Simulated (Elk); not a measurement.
## A self-consistent single point of NiSi₂ (Fm-3m, 3 atoms in the cell) with Elk

Level of theory: Elk with PBE, all-electron FP-LAPW, Elk's shipped species files, APW+lo basis with extra local orbitals.

Input:

```
tasks
  0

xctype
  20

tforce
  .true.

rgkmax
  7.5

gmaxvr
  18.0

lmaxapw
  10

lmaxo
  8

nxlo
  2

lorbcnd
  .true.

lradstp
  2

nrmtscf
  2.0

rmtscf
  0.89

lmaxi
  4

stype
  0

swidth
  0.00499791

scale
  7.132903423

avec
    0.0000000000    0.7071067812    0.7071067812
    0.7071067812    0.0000000000    0.7071067812
    0.7071067812    0.7071067812    0.0000000000

sppath
  'species/'

atoms
  2   : nspecies
  'Si.in'   : spfname
  2   : natoms; atposl, bfcmt below
  0.2500000000  0.2500000000  0.2500000000    0.0 0.0 0.0
  0.7500000000  0.7500000000  0.7500000000    0.0 0.0 0.0
  'Ni.in'   : spfname
  1   : natoms; atposl, bfcmt below
  0.0000000000  0.0000000000  0.0000000000    0.0 0.0 0.0

ngridk
  9 9 9
```

The program printed (abridged):

```
│ Elk code version 10.2.4 │

All units are atomic (Hartree, Bohr, etc.)

│ Ground-state run starting from atomic densities │

Lattice vectors :
   0.000000000       5.043724380       5.043724380
   5.043724380       0.000000000       5.043724380
   5.043724380       5.043724380       0.000000000

Unit cell volume      :    256.6161788
Brillouin zone volume :   0.9666195427

Muffin-tin inner radius fraction :   0.1000000000E-01

Nuclei treated as point charges

Species :    1 (Si)
 parameters loaded from : Si.in
 name : silicon
 nuclear charge    :   -14.00000000
 electronic charge :    14.00000000
 atomic mass :    51196.73454
 muffin-tin radius :    1.958000000
 number of radial points in muffin-tin :    799
 atomic positions (lattice), magnetic fields (Cartesian) :
   1 :   0.25000000  0.25000000  0.25000000    0.00000000  0.00000000  0.00000000
   2 :  -0.25000000 -0.25000000 -0.25000000    0.00000000  0.00000000  0.00000000

Species :    2 (Ni)
 parameters loaded from : Ni.in
 name : nickel
 nuclear charge    :   -28.00000000
 electronic charge :    28.00000000
 atomic mass :    106991.5230
 muffin-tin radius :    2.136000000
 number of radial points in muffin-tin :    999
 atomic positions (lattice), magnetic fields (Cartesian) :
   1 :   0.00000000  0.00000000  0.00000000    0.00000000  0.00000000  0.00000000

Total number of atoms per unit cell :    3

Spin treatment :
 spin-unpolarised

Number of Bravais lattice symmetries :   48
Number of crystal symmetries         :   48
Crystal has inversion symmetry
Real symmetric eigensolver will be used

k-point grid :      9     9     9
k-point offset :    0.000000000       0.000000000       0.000000000
k-point set is reduced with full crystal symmetry group
Total number of k-points :       35

Muffin-tin radius times maximum |G+k| :    7.500000000
 using average radius
Maximum |G+k| for APW functions       :    3.717779247
   [... lines left out ...]
 potential will be trimmed for |G| > 2 gkmax
Constant for pseudocharge density :   10
Radial integration step length :    2

G-vector grid sizes :     42    42    42
Number of G-vectors :    25269

Maximum angular momentum used for
 APW functions                      :   10
 outer part of muffin-tin           :    8
 inner part of muffin-tin           :    4

Total nuclear charge    :   -56.00000000
Total core charge       :    32.00000000
Total valence charge    :    24.00000000
Total excess charge     :    0.000000000
Total electronic charge :    56.00000000

Effective Wigner radius, rₛ :    1.030391971

Number of empty states         :   12
Total number of valence states :   24
Total number of core states    :   32

Conduction state local-orbitals added automatically
Total number of local-orbitals :  308

Exchange-correlation functional :     20     0     0
 Perdew-Burke-Ernzerhof, Phys. Rev. Lett. 77, 3865 (1996)
 gradient requirement :    1
 generalised gradient approximation (GGA)

Smearing type :    0
 Gaussian
Smearing width :   0.4997910000E-02
Effective electronic temperature (K) :    1578.215154

Mixing type :    3
 Broyden mixing, J. Phys. A: Math. Gen. 17, L317 (1984)

Kohn-Sham potential initialised from atomic data
│ Self-consistent loop started │
│ Loop number : 1 │
 total energy                :     -2114.08600970
│ Loop number : 2 │
 total energy                :     -2113.45661809
RMS change in Kohn-Sham potential (target) :   0.4200331648     (  0.1000000000E-05)
Absolute change in total energy (target)   :   0.6293916041     (  0.1000000000E-03)
│ Loop number : 3 │
 total energy                :     -2114.13014357
RMS change in Kohn-Sham potential (target) :   0.4208766363     (  0.1000000000E-05)
Absolute change in total energy (target)   :   0.5161775787     (  0.1000000000E-03)
│ Loop number : 4 │
 total energy                :     -2111.52530161
RMS change in Kohn-Sham potential (target) :   0.3373305696     (  0.1000000000E-05)
Absolute change in total energy (target)   :    2.475797570     (  0.1000000000E-03)
│ Loop number : 5 │
 total energy                :     -2105.79758407
RMS change in Kohn-Sham potential (target) :   0.1537694747     (  0.1000000000E-05)
Absolute change in total energy (target)   :    6.346666927     (  0.1000000000E-03)
   [... lines left out ...]
Absolute change in total energy (target)   :   0.1620712914E-01 (  0.1000000000E-03)
│ Loop number : 13 │
 total energy                :     -2100.97688752
RMS change in Kohn-Sham potential (target) :   0.3400697252E-05 (  0.1000000000E-05)
Absolute change in total energy (target)   :   0.4912524771E-02 (  0.1000000000E-03)
│ Loop number : 14 │
 total energy                :     -2100.97706848
RMS change in Kohn-Sham potential (target) :   0.3644233835E-05 (  0.1000000000E-05)
Absolute change in total energy (target)   :   0.1409092313E-02 (  0.1000000000E-03)
│ Loop number : 15 │
 total energy                :     -2100.97691962
RMS change in Kohn-Sham potential (target) :   0.1136311135E-05 (  0.1000000000E-05)
Absolute change in total energy (target)   :   0.2034127770E-03 (  0.1000000000E-03)
│ Loop number : 16 │
 total energy                :     -2100.97687483
RMS change in Kohn-Sham potential (target) :   0.3514645846E-06 (  0.1000000000E-05)
Absolute change in total energy (target)   :   0.6066521564E-05 (  0.1000000000E-03)
Convergence targets achieved

│ Loop number : 17 │

Energies :
 Fermi                       :     0.403019681463
 sum of eigenvalues          :     -1184.49430807
 electron kinetic            :      2127.00787233
 core electron kinetic       :      1957.39102861
 Coulomb                     :     -4122.44143712
 Coulomb potential           :     -3174.73015506
 nuclear-nuclear             :     -293.097031431
 electron-nuclear            :     -4483.95865632
 Hartree                     :      654.614250633
 Madelung                    :     -2535.07635959
 xc potential                :     -136.772025349
 exchange                    :     -103.065958275
 correlation                 :     -2.47733581402
 total energy                :     -2100.97685888

Density of states at Fermi energy :    30.78020781
 (states/Hartree/unit cell)

Estimated indirect band gap :   0.7686494235E-03
 from k-point      3 to k-point     15
Estimated direct band gap   :   0.3023417994E-01
 at k-point      7

Charges :
 core                        :    32.00000000
 valence                     :    24.00000000
 interstitial                :    5.627343713
 muffin-tins (core leakage)
  species :    1 (Si)
   atom    1                 :    11.65751027     (  0.4558248309E-02)
   atom    2                 :    11.65751027     (  0.4558248309E-02)
  species :    2 (Ni)
   atom    1                 :    27.05763575     (  0.1153025287E-02)
 total in muffin-tins        :    50.37265629
 total calculated charge     :    55.98969025
 total charge                :    56.00000000
 error                       :   0.1030975434E-01

│ Self-consistent loop stopped │

Forces :
 species :    1 (Si)
  atom :    1
   Hellmann-Feynman          :     0.00000000   -0.00000000    0.00000000
   IBS                       :    -0.00000000    0.00000000    0.00000000
   total force               :     0.00000000    0.00000000    0.00000000
   total magnitude           :     0.00000000
  atom :    2
   Hellmann-Feynman          :     0.00000000    0.00000000    0.00000000
   IBS                       :    -0.00000000   -0.00000000   -0.00000000
   total force               :    -0.00000000   -0.00000000   -0.00000000
   total magnitude           :     0.00000000
 species :    2 (Ni)
  atom :    1
   Hellmann-Feynman          :    -0.00000000   -0.00000000   -0.00000000
   IBS                       :     0.00000000    0.00000000    0.00000000
   total force               :    -0.00000000    0.00000000    0.00000000
   total magnitude           :     0.00000000
```

The run converged in 17 iterations. The count includes the last loop, which Elk runs after its targets are met.

The starting cell has typed, rounded lattice constants, without a prior relaxation at this level. Its lattice was rescaled by a random factor within 2.5 % of one. Spin polarisation is off. Values depend on the basis (sphere radii, cutoffs, local orbitals), which need not be converged. The log's line on a gap gives a spacing of levels on this mesh, which the program prints for metals too.

Cost on one core of a shared machine: roughly 60 s.
